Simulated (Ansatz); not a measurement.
Consider O-vacancy pair (O on one host N site, one N site vacant) in wurtzite AlN, charge state +2. The step: a nearby N atom hops onto the vacant site (O-vacancy distance between ideal sites 3.09 Å throughout); the atom moves 3.08 Å along (0.98, 0.98, 0.00) of the unit cell; the moving atom starts with neighbours Al at 1.88, Al at 1.90, Al at 1.92, Al at 1.93 Å and ends with Al at 1.88, Al at 1.90, Al at 1.92, Al at 1.93 Å. DFT values are from Ansatz (plane-wave PAW, 420 eV unless said) in a cell of 72 host sites, spin-restricted, static, with no finite-size correction. The charge state is imposed; whether it is stable for some Fermi level was not computed. Forms of the defect that were not tried may lie lower. The start lies 0.18 eV above the lowest site run (PBE). For the PBE band: the program found a first-order saddle point.

```
Level                                                                      Forward barrier (eV)  Cost of the band or of the saddle's single point
-------------------------------------------------------------------------  --------------------  ------------------------------------------------
CHGNet universal potential (has no charge state), its own band                             1.78                                                 -
PBE, the Γ point alone, band relaxed                                                       3.45                      very roughly 10 core-minutes
PBE, a 2×2×2 k-point mesh shifted by half a step along c, same geometries                  3.92                           roughly 70 core-seconds
r2SCAN at 500 eV, the Γ point alone, same geometries                                        [?]                    around 30 core-seconds (rough)
```

Task: Complete the blanks.

Result: 
- r2SCAN at 500 eV, the Γ point alone, same geometries, Forward barrier (eV): 3.89

At the Γ point alone and the same geometries, HSE06 less PBE is +0.47 eV for this barrier.

Ansatz is a program for electronic structure.
